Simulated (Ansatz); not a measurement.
System: ZnS (P3m1, No. 156, 32 atoms in the cell; start mp-556775; a measured phase of this formula has another space group). Method: r²SCAN+rVV10 (Ansatz, a program for electronic structure, PAW).

Settings: plane-wave cutoff 560 eV, 12×12×1 k mesh (along the axes of the cell as run), Fermi–Dirac smearing 0.01 eV, scalar-relativistic PAW data made under PBE.

Cell (relaxed at this level):

```
CELL_PARAMETERS angstrom
      3.79368     0.00000     0.00000
     -1.89684     3.28542     0.00000
      0.00000     0.00000    49.66598
ATOMIC_POSITIONS crystal
  Zn 0.33333 0.66667 0.56256
  Zn 0.66667 0.33333 0.12496
  Zn 0.00000 0.00000 0.37496
  Zn 0.33333 0.66667 0.06256
  Zn 0.66667 0.33333 0.50001
  Zn 0.33333 0.66667 0.31244
  Zn 0.66667 0.33333 0.25003
  Zn 0.00000 0.00000 0.81254
  Zn 0.66667 0.33333 0.75001
  Zn 0.00000 0.00000 0.18749
  Zn 0.33333 0.66667 0.43750
  Zn 0.33333 0.66667 0.93749
  Zn 0.00000 0.00000 0.62506
  Zn 0.66667 0.33333 0.87508
  Zn 0.33333 0.66667 0.68761
  Zn 0.00000 0.00000 0.00002
  S  0.00000 0.00000 0.23438
  S  0.33333 0.66667 0.35924
  S  0.66667 0.33333 0.29682
  S  0.66667 0.33333 0.54690
  S  0.33333 0.66667 0.10935
  S  0.66667 0.33333 0.79681
  S  0.33333 0.66667 0.98429
  S  0.66667 0.33333 0.92187
  S  0.00000 0.00000 0.85943
  S  0.33333 0.66667 0.60934
  S  0.00000 0.00000 0.42185
  S  0.33333 0.66667 0.73440
  S  0.00000 0.00000 0.67195
  S  0.00000 0.00000 0.04690
  S  0.66667 0.33333 0.17177
  S  0.33333 0.66667 0.48429
```

Estimate the band gap that the calculation returns.


* **band gap**: 2.73 eV (direct)

The computed numbers hold no vibrational or temperature effects.

The result took roughly 13 core-minutes.

A start named mp-… is a Materials Project structure, which need not be a measured phase.
